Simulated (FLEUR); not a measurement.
Input and output of a self-consistent single point for Al2Cu (I4/mcm, 6 atoms in the cell) (FLEUR).

Computed with PBE, all-electron FLAPW (FLEUR), scalar-relativistic valence run with FLEUR.

The change in words: lattice scaled by 0.98. Reference geometry:
```xyz
6
Lattice="-2.9338 2.9338 2.3408 2.9338 -2.9338 2.3408 2.9338 2.9338 -2.3408" Properties=species:S:1:pos:R:3 pbc="T T T"
Al     0.9307     2.0032     2.3408
Al     2.0032     0.9307     0.0000
Al     0.9307     3.8645     0.0000
Al     2.0032    -0.9307     2.3408
Cu     0.0000     0.0000     1.1704
Cu     0.0000     0.0000     3.5112
```

Reference input (self-consistent single point, DFT, PBE, all-electron FLAPW (FLEUR), scalar-relativistic valence): Kmax = 4.4 1/bohr; GmaxXC = 17.6 1/bohr; xcFunctional = pbe; jspins = 1; l_soc = F; mode = gauss; fermiSmearingEnergy = 0.00734986 Htr; mesh (inpgen div1-3) = 7 7 7; inpgen gamma flag = false; Gmax = 17.6 1/bohr; numbands = 0; maxIterBroyd = 15. This run's input differs from it in these lines:

```diff
@@ -3,6 +3,6 @@
 &input film=f /
--0.6158543791 0.6158543791 0.4913723307
-0.6158543791 -0.6158543791 0.4913723307
-0.6158543791 0.6158543791 -0.4913723307
-9.0023291961
+-0.6158543871 0.6158543871 0.4913723107
+0.6158543871 -0.6158543871 0.4913723107
+0.6158543871 0.6158543871 -0.4913723107
+8.8222839708
 1.0 1.0 1.0
@@ -47,5 +47,5 @@
          <bravaisMatrix>
-            <row-1>   -5.5441238575179668     5.5441238575179668     4.4234954788163146</row-1>
-            <row-2>    5.5441238575179668    -5.5441238575179668     4.4234954788163146</row-2>
-            <row-3>    5.5441238575179668     5.5441238575179668    -4.4234954788163146</row-3>
+            <row-1>   -5.4332422876591870     5.4332422876591870     4.3350260603835666</row-1>
+            <row-2>    5.4332422876591870    -5.4332422876591870     4.3350260603835666</row-2>
+            <row-3>    5.4332422876591870     5.4332422876591870    -4.3350260603835666</row-3>
          </bravaisMatrix>
```

The program printed (abridged):

```
 Iteration:     1   Distance:      42.92987189 me/bohr^3
 Iteration:     2   Distance:      23.54205825 me/bohr^3
 Iteration:     3   Distance:       8.06294246 me/bohr^3
 Iteration:     4   Distance:       6.90550839 me/bohr^3
 Iteration:     5   Distance:       1.73955914 me/bohr^3
   [... 10 lines left out ...]
 Iteration:    16   Distance:       0.00035677 me/bohr^3
 Iteration:    17   Distance:       0.00012717 me/bohr^3
 Iteration:    18   Distance:       0.00002086 me/bohr^3
 Iteration:    19   Distance:       0.00000511 me/bohr^3
 Reset of history
 Run finished successfully
 Stop message:
   Structural relaxation: new displacements generated

[file out, last iteration]
             iter=     20
[...]
          total density-effective poten   -6.7450981080E+03
          total charge density-energy d   -2.1012606428E+02
 Updated energy parameters for spin:           1
[...]
 fermi energy and band-weighting factors:
    0.648448    0.693791    0.700668

[...]
FERMIE:
          first approx. to ef    (T=0)  :   0.388651 htr   (energy of the highest occ. eigenvalue)
          number of occ. states  (T=0)  :        687
          first approx. to seigv (T=0)  :   7.093013 htr
          sum of weights of occ. states :  17.017493
          sum of semicore charge        :   0.000000 e
          fermi energy=   0.38727 har   work function= -10.53806 ev
   [... lines left out ...]
          total moment                 =     0.00000
 Direct bandgap for spin            1 :    1.5177132037963115E-002  Htr
 ---->    free energy=                     -4281.3666615613 htr
   [... lines left out ...]
      extrapolation for T->0
 ---->    total electron energy=           -4281.3666615613 htr
 ***** TOTAL FORCES ON ATOMS *****
 TOTAL FORCE FOR ATOM TYPE=  1  X=  1.724   Y=  3.710   Z= -4.335
                       FX_TOT=-0.002838 FY_TOT= 0.002838 FZ_TOT= 0.000000
 TOTAL FORCE FOR ATOM TYPE=  2  X=  0.000   Y=  0.000   Z=  2.168
                       FX_TOT= 0.000000 FY_TOT= 0.000000 FZ_TOT= 0.000000
```

The run converged in 19 iterations. FLEUR gives forces in its relaxation mode, with a further iteration, so its stop message speaks of a relaxation. Against the reference run the total energy goes up by 91.0 meV/atom and the largest force goes from 0.140 to 0.206 eV/Å.

The starting cell comes from a database of computed structures (which also holds hypothetical and non-ambient phases and stackings), without a prior relaxation at this level. Its lattice was rescaled by a random factor within 2.5 % of one. For this run, on top of that: lattice scaled by 0.98. Spin polarisation is off. Values depend on the basis (sphere radii, cutoffs, local orbitals), which need not be converged. The log's line on a gap gives a spacing of levels on this mesh, which the program prints for metals too.

Cost on one core of a shared machine: roughly 2 min.
